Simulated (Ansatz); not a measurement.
Consider BN in the wurtzite structure (space group P6_3mc, No. 186; a = 2.555 Å, c = 4.225 Å). Axes: x lies along a and z along c of the hexagonal cell.

Method: DFT with PBE, PAW potentials and a 420 eV plane-wave cutoff in Ansatz (a quantum-chemistry and plane-wave program), no spin-orbit coupling.

One thing is altered: an isotropic linear strain of +3.00 %; the atoms relax in the strained cell.

Predict the stress tensor and what it implies for the stiffness.

Stress of the strained cell less that of the base (GPa, compression positive):
```
 -27.88    0.00    0.00
   0.00  -27.88    0.00
   0.00    0.00  -27.96
```

Then B = −ΔP/(ΔV/V₀) with ΔV/V₀ = 0.0927 gives secant stiffness values (nonlinear terms included at this strain): B (at held cell shape, above the free-shape value) ≈ 301 GPa.

As a check, the harmonic strain energy −½ V₀ Δσ:ε is 47 meV/atom; the computed energy rise is 52 meV/atom.

No phonon test of stability was made.
